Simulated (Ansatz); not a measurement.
Take Zr in the hcp (Mg type) structure (space group P6_3/mmc, No. 194; a = 3.1825 Å, c = 5.1235 Å; relaxed with 0.1 eV smearing) as the base. Axes: x lies along a and z along c of the hexagonal cell.

All numbers come from Ansatz (an electronic-structure program) PBEsol, without spin-orbit coupling.

Strains are applied to the cell and any free atomic positions relax.

One change was made to it. Results:

| quantity | base | after |
|---|---|---|
| energy relative to the base (free energy F) | 0 meV/atom | +2.5 meV/atom |
| band gap | zero | zero |

Task: Which change produced these results?
(A) tensor shear ε_xz = +0.29 %
(B) tensor shear ε_xz = +0.86 %
(C) tensor shear ε_xz = +2.00 %
(D) tensor shear ε_xz = +0.57 %
(E) tensor shear ε_xz = +1.14 %

Result: C, tensor shear ε_xz = +2.00 %. For comparison, the energy relative to the base in the other runs: tensor shear ε_xz = +0.29 % gives +0.1 meV/atom; tensor shear ε_xz = +0.57 % gives +0.2 meV/atom; tensor shear ε_xz = +0.86 % gives +0.5 meV/atom; tensor shear ε_xz = +1.14 % gives +0.8 meV/atom.

No phonon test of stability was made. All final runs are without spin polarisation.
